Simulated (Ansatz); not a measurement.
Consider a periodic stack without vacuum, rock-salt TiN (1 1 0) on zinc-blende GaSb (1 1 0) (film strained to the substrate, started from cuts of the bulks and a machine-learned relaxation; slabs Ga6Sb6 and N12Ti12, which can lie off the formulas): substrate slab Ga6Sb6, film N12Ti12, surface cells [[0, -1], [1, -1]] and [[1, 0], [1, 2]], film strained by +3.4 and +3.4 %, outermost planes GaSb/GaSb and NTi/NTi as cut, which need not be the usual terminations and can put a slab off its formula. Its start:

```xyz
36
Lattice="4.3930 0.0000 0.0000 4.3930 6.2126 -0.0408 -2.1965 -2.2299 22.5591" Properties=species:S:1:pos:R:3 pbc="T T T"
Ga     3.2947     0.2317     3.2245
Ga     5.4912     3.3866     1.0335
Ga     3.2947     0.3037     7.6886
Ga     5.4912     3.3093     5.4467
Ga     3.2947     0.7190    12.2284
Ga     5.4912     3.5049     9.7757
Sb     3.2947     1.7298     0.9216
Sb     5.4912     4.8767     3.2371
Sb     3.2947     1.7812     5.4263
Sb     5.4912     4.9628     7.5462
Sb     3.2947     1.9800     9.8574
Sb     5.4912     5.3389    11.7695
N      3.2947     0.9772    14.1897
N      3.2947     4.0486    14.2563
N      1.0982    -0.5979    15.5193
N      5.4912     2.5026    15.4804
N      3.2947     4.0827    17.0336
N      3.2947     0.9689    17.0357
N      5.4912     2.5317    18.4150
N      1.0982    -0.5732    18.4514
N      3.2947     0.9894    19.9830
N     -1.0982    -2.1221    20.0149
N      1.0982    -0.5589    21.2454
N      5.4912     2.5523    21.2288
Ti     3.2947    -0.6109    15.5341
Ti     3.2947     2.5325    15.5131
Ti     1.0982     0.9219    14.2144
Ti     5.4912     4.0546    14.1996
Ti     3.2947     2.5305    18.4364
Ti     3.2947    -0.5677    18.4721
Ti     5.4912     4.0801    17.0095
Ti     1.0983     0.9654    17.0207
Ti     3.2947    -0.5670    21.2941
Ti     3.2947     2.5408    21.2424
Ti     1.0982     1.0215    19.9585
Ti     1.0982    -2.1522    19.9842
```

The start was prepared with a machine-learned potential, and the result is one local minimum, with the in-plane cell held and forces under 0.04 eV/Å; the film can end far from its bulk form.

Calculation: PBE (plane waves to 420 eV, PAW; Ansatz, a program for electronic structure). Scalar-relativistic, without spin–orbit coupling; the runs are not spin-polarised. Its k-point mesh 9×5×1, Fermi–Dirac width 0.05 eV.

Q: Predict the relaxed interface.

A: 
```
Item                                                                                        Value
--------------------------------------------------------------------------------  ---------------
interface area                                                                            27.3 Å²
period                                                                                    22.75 Å
heights between the nearest atoms of the two slabs at the two interfaces          2.01 and 2.22 Å
Ga–Ti contacts across the interfaces within 1.22 times the sum of covalent radii   4, mean 2.90 Å
Sb–Ti contacts across the interfaces within 1.22 times the sum of covalent radii   4, mean 3.01 Å
Ga–N contacts across the interfaces within 1.22 times the sum of covalent radii    1, mean 2.02 Å
N–Sb contacts across the interfaces within 1.22 times the sum of covalent radii    1, mean 2.30 Å
```
